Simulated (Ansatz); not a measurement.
**Mg2Ge: tensor shear ε_xy = +0.57 %**

Consider Mg₂Ge in the anti-fluorite structure (space group Fm-3m, No. 225; a = 6.364 Å). Axes: x, y, z lie along the cube axes.

The change: a pure shear with ε_xy = ε_yx = 0.0057, atoms relaxed at fixed cell.

All numbers come from Kohn–Sham DFT with the PBEsol functional, run in Ansatz (a program for electronic structure) with PAW and 420 eV plane waves, no spin-orbit coupling. Settings: 13×13×13 k-points, 0.05 eV Fermi–Dirac smearing.

The space group goes from Fm-3m (No. 225) to Immm (No. 71) and the shortest interatomic distance drops by 0.9 pm to 274.7 pm. The energy goes up by 0.4 meV/atom and the band gap changes from 0.08 eV to zero. The stress (xx, yy, zz, yz, xz, xy; compression positive) amounts to (0.0, 0.0, 0.0, 0.0, 0.0, -0.5) GPa (rough).

Final structure:

```xyz
3
Lattice="0.0181 3.1822 3.1822 3.1822 0.0181 3.1822 3.2004 3.2004 0.0000" Properties=species:S:1:pos:R:3 pbc="T T T"
Mg     1.6002     1.6002     1.5878
Mg     4.8005     4.8005     4.7766
Ge     0.0000     0.0000     0.0000
```

Cost of the whole job for the changed cell (relaxation, final SCF and bands): around 70 core-seconds (rough).

Without a gap, meshes like the base's 13×13×13 leave anisotropic stresses uncertain by several tenths of a GPa, and small strain energies with them. The cells carry an imposed strain or load. No phonon test of stability was made. The final runs are not spin-polarised. Gaps under 0.05 eV, about the width of the smearing, are given as zero. A zero or small gap of Mg2Ge can be the functional's error rather than a property of the material.
